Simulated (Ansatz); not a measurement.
We consider BeS (model structure, started from the rocksalt type, Fm-3m, No. 225, 2 atoms in the cell), described by PBE0 (PAW; Ansatz, a program for electronic structure).

Settings: plane-wave cutoff 460 eV, 10×10×10 k mesh, Fermi–Dirac smearing 0.01 eV, scalar-relativistic PAW data made under PBE.

The cell is the one relaxed with PBEsol. Conventional cell: a = 4.5898 Å, b = 4.5898 Å, c = 4.5898 Å, α = 90.00°, β = 90.00°, γ = 90.00°.

```
BeS
1.0
    0.00000     2.29492     2.29492
    2.29492     0.00000     2.29492
    2.29492     2.29492     0.00000
S Be
1 1
Direct
  0.00000   0.00000   0.00000
  0.50000   0.50000   0.50000
```

Task: List the 5 lowest band energies at Γ above −25 eV (eV, relative to the valence band maximum), grouping those that round alike.

Result: At Γ: -17.01, -0.37 (×3), 7.48.

Note: the run warned that its exchange threshold was loose for the stress; the relaxation could raise the start's symmetry but not lower it, so the cell can be a saddle point; cell and atoms aren't relaxed at this level (pressure 1.5 GPa).

A model structure was made by putting elements into a prototype or built by hand; it is no filed structure, need not be a known phase, and can be a saddle point held by its symmetry.
